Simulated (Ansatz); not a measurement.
# Rock-salt CsH

All values below come from r²SCAN (PAW; Ansatz, a program for electronic structure).

Numerical settings: plane-wave cutoff 500 eV, 12×12×12 k mesh, Fermi–Dirac smearing 0.05 eV, scalar-relativistic PAW data made under PBE.

Cell: relaxed at this level.

```json
{
 "volume_per_atom": "32.50 Å³/atom",
 "lattice_parameter_a": "6.383 Å",
 "band_gap": "2.68 eV (on the SCF k mesh)"
}
```

Spin–orbit coupling is not included.

The computed numbers hold no vibrational or temperature effects.
